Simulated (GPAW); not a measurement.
Worked example: self-consistent single point of MgH₂ (P4_2/mnm, 6 atoms in the cell) in GPAW.

Method: PBEsol, GPAW PAW datasets PBEsol (made by gpaw-setup) (plane waves; GPAW 25.7.0).

```
MgH2
1.0
    4.45878     0.00000     0.00000
    0.00000     4.45878     0.00000
    0.00000     0.00000     2.98057
Mg H
2 4
Direct
  0.50000   0.50000   0.50000
  0.00000   0.00000   0.00000
  0.69557   0.69557   0.00000
  0.30443   0.30443   0.00000
  0.80443   0.19557   0.50000
  0.19557   0.80443   0.50000
```

Reference input (self-consistent single point, DFT PBE, plane waves, GPAW PAW datasets PBE (gpaw-data 1.0.1)): mode = pw; ecut = 850 eV; xc = PBE; kpts = 8 8 11; mesh shift (steps) = 0 0 0; occupations.name = fermi-dirac; occupations.width = 0.01 eV; nbands = -8; convergence.density = 1e-05 e/electron; convergence.bands = -6; symmetry.symmorphic = false; symmetry.tolerance = 0.0005. This run's input differs from it in these lines:

```diff
@@ -17,3 +17,3 @@
 calc = GPAW(mode=PW(850),
-            xc='PBE',
+            xc='PBEsol',
             kpts={'size': (8, 8, 11), 'gamma': True},
```

Its files differ too (potentials: GPAW PAW datasets PBEsol (made by gpaw-setup)).

Output, abridged:

```
     iter     time        total  log10-change:
                         energy   eigst   dens
iter:   1 --:--:--   -19.538836   +0.54
iter:   2 --:--:--   -19.417618   -0.09  -0.95
iter:   3 --:--:--   -18.389258   -0.69  -0.98
iter:   4 --:--:--   -18.393042   -1.67  -2.00
iter:   5 --:--:--   -18.411863   -2.71  -2.04
iter:   6 --:--:--   -18.397606   -2.71  -1.90
iter:   7 --:--:--   -18.397420   -4.01  -3.21
iter:   8 --:--:--   -18.397293c  -5.11  -3.00
iter:   9 --:--:--   -18.397292c  -1.33  -3.89
iter:  10 --:--:--   -18.397281c  -3.23  -3.89
iter:  11 --:--:--   -18.397281c  -5.83  -4.59
iter:  12 --:--:--   -18.397281c  -3.87  -5.30c
iter:  13 --:--:--   -18.397281c  -5.98  -5.39c
iter:  14 --:--:--   -18.397281c  -7.77c -5.44c
Converged after 14 iterations.

Dipole moment: (-0.000000, -0.000000, -0.000000) |e|*Ang

Energy contributions relative to reference atoms: (reference = -10924.348314)

Kinetic:        +12.449615
Potential:      -11.281413
External:        +0.000000
XC:             -19.474393
Entropy (-ST):   -0.000000
Local:           -0.091090
SIC:             +0.000000
--------------------------
Free energy:    -18.397281
Extrapolated:   -18.397281

Showing only first 2 kpts
 Kpt  Band  Eigenvalues  Occupancy
  0    10     -1.13230    2.00000
  0    11     -0.05781    2.00000
  0    12      4.79687    0.00000
  0    13      5.42211    0.00000

  1    10     -1.04565    2.00000
  1    11     -0.05289    2.00000
  1    12      4.93622    0.00000
  1    13      5.48422    0.00000

Fermi level: 1.48889

Gap: 3.655 eV
Transition (v -> c):
   [... lines left out ...]
Direct gap: 4.583 eV
   [... lines left out ...]
  0 Mg    0.00000   -0.00000    0.00000
  1 Mg    0.00000   -0.00000    0.00000
  2 H     0.00759    0.00759    0.00000
  3 H    -0.00759   -0.00759    0.00000
  4 H    -0.00759    0.00759    0.00000
  5 H     0.00759   -0.00759    0.00000

Stress tensor:
    -0.004925     0.000000     0.000000
     0.000000    -0.004925     0.000000
     0.000000     0.000000    -0.010097
Stress (GPa, Voigt): [-0.7891 -0.7891 -1.6178  0.      0.      0.    ]
```

The run converged in 14 iterations. GPAW prints stress with tension positive. Against the reference run the pressure goes from 1.92 to 1.07 GPa, the largest force stays at 0.011 eV/Å and the gap on the mesh goes from 3.894 to 3.655 eV.

The starting cell comes from a database of computed structures (which also holds hypothetical and non-ambient phases and stackings), without a prior relaxation at this level. Its lattice was rescaled by a random factor within 2.5 % of one.

Cost on one core of a shared machine: roughly 2 min.
